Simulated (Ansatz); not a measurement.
# A computed series for Sn: pressure series

Start from Sn in the diamond structure (space group Fd-3m, No. 227).

```xyz
2
Lattice="0.0000 3.2367 3.2367 3.2367 0.0000 3.2367 3.2367 3.2367 0.0000" Properties=species:S:1:pos:R:3 pbc="T T T"
Sn     0.0000     0.0000     0.0000
Sn     1.6183     1.6183     1.6183
```

Cell and atoms are relaxed at each pressure.

The values are results of Ansatz (an electronic-structure program) LDA, no spin-orbit coupling, not measurements.

Notes on the quantities. enthalpy: H = E + PV relative to the base's energy.

```csv
variant,enthalpy,lattice parameter a
base,–,6.473 Å
pressure −2 GPa,-0.43 eV/atom,6.585 Å
pressure −1 GPa,-0.21 eV/atom,6.525 Å
pressure 0.9 GPa,+0.19 eV/atom,6.433 Å
pressure 2.1 GPa,+0.43 eV/atom,6.383 Å
pressure 4.5 GPa,+0.91 eV/atom,6.299 Å
pressure 9 GPa,+1.76 eV/atom,6.174 Å
pressure 15 GPa,+2.83 eV/atom,6.049 Å
pressure 22.5 GPa,+4.08 eV/atom,5.928 Å
pressure 30 GPa,+5.27 eV/atom,5.832 Å
```

Load acts through the strain it causes; cell and atoms are relaxed under it. Whether these cells are dynamically stable was not tested. Tetrahedral semiconductors of this kind turn to denser phases somewhere between about 1 and 50 GPa; those were not computed, so compressed cells here can lie past the real transition.
